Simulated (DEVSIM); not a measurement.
Device: illuminated Si p-on-n cell, one wavelength, at 400 K.

Layer 1 from the left is Si, thickness (μm) 0.0500, Na (cm⁻³) 4.2e18, τn (s) 1.3e-6, τp (s) 8e-7, absorption coefficient (cm⁻¹) 110. Layer 2 from the left is Si, thickness (μm) 210, Nd (cm⁻³) 1.5e15, τn (s) 1.9e-6, τp (s) 1.9e-6, absorption coefficient (cm⁻¹) 110.

Left contact: ohmic, minority electron recombination velocity 3e5 cm/s. Right contact: ohmic, minority hole recombination velocity 2e6 cm/s. Voltage is applied to the left contact. Recombination: SRH at mid-gap, radiative, Auger. Light enters at the left, 9.7e17 photons cm⁻² s⁻¹, one pass, no reflection. Mobility is constant in doping.

This is a model device: material constants are rounded textbook-type values typed into the input, and sizes, dopings and lifetimes were drawn at random. Values at 300 K; Nc and Nv go as T^1.5, mobilities as T to minus their exponent, the gap by Varshni's rule with the affinity fixed.

Si: gap (eV) 1.124, affinity (eV) 4.05, permittivity 11.7, Nc (cm⁻³) 2.86e19, Nv (cm⁻³) 3.1e19, μn (cm²/Vs) 1417, μp (cm²/Vs) 470, T exponent of μn 2.3, T exponent of μp 2.2, B (cm³/s) 4.7e-15, Cn (cm⁶/s) 2.8e-31, Cp (cm⁶/s) 9.9e-32, Varshni α (eV/K) 0.000473, Varshni β (K) 636.

Simulated with DEVSIM: 1D drift-diffusion, Boltzmann statistics, complete ionisation; no tunnelling, impact ionisation, image-force lowering or self-heating.

Dark forward current:

```csv
|V| (V),|J| (A/cm²)
0.05,2.933e-5
0.10,0.0001454
0.15,0.0006206
0.20,0.002584
0.25,0.01050
0.30,0.03921
0.35,0.1201
0.40,0.2859
0.45,0.5586
0.50,0.9629
0.55,1.536
0.60,2.329
0.65,3.394
0.70,4.783
0.75,6.538
0.80,8.692
0.85,11.27
0.90,14.28
0.95,17.75
1.00,21.67
1.05,26.06
1.10,30.92
1.15,36.26
1.20,42.07
1.25,48.37
1.30,55.14
```

Problem. Work out the local ideality factor n = ΔV / (kT/q · ln(J2/J1)) between the rows 0.15 and 0.20 V, 1.25 and 1.30 V.

Solution. kT/q = 34.47 mV. From 0.15 to 0.20 V: ln(0.002584/0.0006206) = 1.426, n = 1.02, near the 1 of diffusion or emission over a barrier. From 1.25 to 1.30 V: ln(55.14/48.37) = 0.131, n = 11.07.

Problem. What current could the absorbed light give at most, and what share is collected?

Solution. Σ αd = 2.31, so qΦ(1 − exp(−Σ αd)) = 140 mA/cm². The simulated short-circuit current is 50.01 mA/cm², a share of 0.36.

Problem. Estimate the open-circuit voltage by superposition: the voltage at which the dark current equals that short-circuit current.

Solution. Interpolating ln J in the table gives 0.311 V. The simulation gives 0.305 V; the estimate lies 6 mV above. Superposition holds where collection doesn't change with voltage.
